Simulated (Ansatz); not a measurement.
## Parameter sweep on Si₂W₃ (P4/mbm, 10 atoms in the cell)

```yaml
crystal:
  lattice:
    - [6.61585, 0.00000, 0.00000]
    - [0.00000, 6.61585, 0.00000]
    - [0.00000, 0.00000, 3.34350]
  atoms:
    - { symbol: Si, position: [0.13400, 0.63400, 0.00000] }
    - { symbol: Si, position: [0.86600, 0.36600, 0.00000] }
    - { symbol: Si, position: [0.36600, 0.13400, 0.00000] }
    - { symbol: Si, position: [0.63400, 0.86600, 0.00000] }
    - { symbol: W, position: [0.50000, 0.50000, 0.00000] }
    - { symbol: W, position: [0.00000, 0.00000, 0.00000] }
    - { symbol: W, position: [0.65984, 0.15984, 0.50000] }
    - { symbol: W, position: [0.34016, 0.84016, 0.50000] }
    - { symbol: W, position: [0.84016, 0.65984, 0.50000] }
    - { symbol: W, position: [0.15984, 0.34016, 0.50000] }
```

Base run A: LDA (PW92), default PAW files made with PBE (Ansatz, a quantum-chemistry and plane-wave program), self-consistent single point.

Its settings: basis.ecutwfc = 30.9 Ry; kpoints.mp_grid.grid = 4 4 7; hamiltonian.xc = lda; hamiltonian.pseudopotentials = {kind: paw} (the program's default PAW files); scf.occupations.method = cold; scf.occupations.width = 0.01 Ry.

The starting cell comes from a database of computed structures (which also holds hypothetical and non-ambient phases and stackings), without a prior relaxation at this level. Spin polarisation is off. In the base run, with a pressure of about -12 GPa the cell is away from its equilibrium volume at this level. Ansatz's pressure includes its estimate of the finite-basis (Pulay) stress.

Run A gave: pressure (GPa) -12.30; largest force (eV/Å) 0.087.

Runs:
- B: hamiltonian.xc: lda → pbesol [PBEsol]
- C: hamiltonian.xc: lda → rpbe [RPBE]
- D: hamiltonian.xc: lda → revpbe [revPBE]
- E: hamiltonian.xc: lda → blyp [BLYP]
- F: basis.ecutwfc: 30.9 Ry → 36.7 Ry; hamiltonian.xc: lda → r2scan [r2SCAN]

### Question
What does run D change against A?

### Answer
The pressure goes from -12.30 to 1.03 GPa and the largest force goes from 0.087 to 0.052 eV/Å.

### Question
What does run C change against A?

### Answer
The pressure goes from -12.30 to 1.92 GPa and the largest force goes from 0.087 to 0.059 eV/Å.

| run | pressure (GPa) | largest force (eV/Å) |
|---|---|---|
| A | -12.30 | 0.087 |
| B | -7.80 | 0.057 |
| C | 1.92 | 0.059 |
| D | 1.03 | 0.052 |
| E | 7.72 | 0.091 |
| F | -6.29 | 0.062 |

Keys are those of Ansatz 0.2.
